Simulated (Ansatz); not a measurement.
Start from B₁₃C₂ (space group R-3m, No. 166; a cell from a computed database, its experimental status unchecked).

```yaml
crystal:
  lattice:
    - [2.81730, 1.62657, 4.01892]
    - [-2.81730, 1.62657, 4.01892]
    - [0.00000, -3.25314, 4.01892]
  atoms:
    - { symbol: B, position: [0.50000, 0.50000, 0.50000] }
    - { symbol: B, position: [0.80343, 0.31843, 0.80343] }
    - { symbol: B, position: [0.19657, 0.68157, 0.19657] }
    - { symbol: B, position: [0.80343, 0.80343, 0.31843] }
    - { symbol: B, position: [0.19657, 0.19657, 0.68157] }
    - { symbol: B, position: [0.31843, 0.80343, 0.80343] }
    - { symbol: B, position: [0.68157, 0.19657, 0.19657] }
    - { symbol: B, position: [0.00797, 0.32395, 0.00797] }
    - { symbol: B, position: [0.99203, 0.67605, 0.99203] }
    - { symbol: B, position: [0.00797, 0.00797, 0.32395] }
    - { symbol: B, position: [0.99203, 0.99203, 0.67605] }
    - { symbol: B, position: [0.32395, 0.00797, 0.00797] }
    - { symbol: B, position: [0.67605, 0.99203, 0.99203] }
    - { symbol: C, position: [0.61969, 0.61969, 0.61969] }
    - { symbol: C, position: [0.38031, 0.38031, 0.38031] }
```

Calculations: Kohn–Sham DFT with the PBEsol functional, run in Ansatz (a program for electronic structure) with PAW and 420 eV plane waves, spin-orbit coupling left out.

Base values:

| Quantity | Result |
|---|---|
| Volume per atom | 7.37 Å³ |

One thing is altered: cell and atoms relaxed at a pressure of 0.7 GPa.

### Question
What happens to the volume per atom?

### Answer
The volume per atom decreases by 0.022 Å³ (7.37 Å³ → 7.34 Å³).

Load acts through the strain it causes; cell and atoms are relaxed under it. No phonon test of stability was made. The final runs are not spin-polarised. An odd electron count without spin: B13C2.
